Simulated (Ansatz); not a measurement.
The reference is Ag in the fcc (Cu type) structure (space group Fm-3m, No. 225; a = 4.1485 Å).

Method: PBE (Ansatz, a first-principles code; PAW; 420 eV plane waves; no spin-orbit coupling).

For the base:

```
Property   Result
--------  -------
Pressure  0.0 GPa
```

The change: the cell is scaled by 0.9709 in all directions; the atoms relax in the strained cell.

Question: Predict the new pressure.

Answer: The pressure goes from zero to 10.3 GPa.

Question: Predict the new energy relative to the base.

Answer: The energy increases by 44 meV/atom.

No phonon test of stability was made.
